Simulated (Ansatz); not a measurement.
The parent structure is ZnSnP2 in the chalcopyrite structure (space group I-42d, No. 122; a = 5.6217 Å, c = 11.2815 Å).

Method: DFT with PBEsol, PAW potentials and a 420 eV plane-wave cutoff in Ansatz (a first-principles code), without spin-orbit coupling.

Its conduction minimum is a single valley at Γ with mass 0.067 mₑ.

Perturbation: electron doping at 2.0×10^21 cm⁻³ (0.357 per cell), with a uniform compensating background at fixed cell and a 300 K Fermi–Dirac width.

Where would a parabolic band put the Fermi level, and where does the calculation put it?

k_F = (3π²n)^(1/3) = 0.390 Å⁻¹, so ħ²k_F²/2m = 8.6 eV above the band edge at zero temperature. The calculation gives 0.55 eV (to 0.05 eV): the band is strongly non-parabolic or higher valleys fill at this density.

Carriers are added with a uniform compensating background; total energy and stress of such cells depend on the potential's zero and are not compared; many-body gap narrowing is missing at this level. The levels and masses belong to the bands next to the band gap. Masses are band curvatures over ±0.01 Å⁻¹ around the edge. No phonon test of stability was made.
